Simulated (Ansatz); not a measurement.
Band structure of NaMgNiO2 (R3m, 5 atoms in the cell).

```yaml
crystal:
  lattice:
    - [1.56379, 0.90285, 7.86718]
    - [-1.56379, 0.90285, 7.86718]
    - [0.00000, -1.80571, 7.86718]
  atoms:
    - { symbol: Na, position: [0.46957, 0.46957, 0.46957] }
    - { symbol: Mg, position: [0.90736, 0.90736, 0.90736] }
    - { symbol: Ni, position: [0.03370, 0.03370, 0.03370], spin: 2.0 }
    - { symbol: O, position: [0.20879, 0.20879, 0.20879] }
    - { symbol: O, position: [0.73771, 0.73771, 0.73771] }
```
(The spins are starting values, not results.)

Method: LDA (PW92), PAW files made with PBE (plane waves; Ansatz, a first-principles code).

Settings: basis.ecutwfc = 420 eV; kpoints.mp_grid.grid = 6 6 6; hamiltonian.xc = lda; hamiltonian.pseudopotentials = {kind: paw} (the program's default PAW files); magnetization.spin_polarized = true; scf.occupations.method = fermi_dirac; scf.occupations.width = 0.1 eV; kpoints.band_path.path = [[0.0, 0.0, 0.0], [0.5, 0.0, 0.0], [0.5, 0.17544691, -0.17544691]]; kpoints.band_path.npoints = 8.

The starting cell comes from a database of computed structures (which also holds hypothetical and non-ambient phases and stackings), without a prior relaxation at this level. With one magnetic atom in the cell only a parallel order is possible.

Levels in eV from the Fermi level, bands 22 to 29 of the first spin channel:
```csv
point,22,23,24,25,26,27,28,29
Γ,-1.77,-1.77,-0.68,-0.10,-0.10,2.81,3.53,7.88
L,-1.89,-1.56,-1.35,-0.67,1.96,3.28,5.32,7.05
B1,-1.91,-1.90,-1.06,-0.87,2.89,4.10,5.16,6.90
```

Bands cross the Fermi level along this path, so the cell is metallic at this level.

The net moment of the cell came out as 1.21 μB.

Keys are those of Ansatz 0.2.
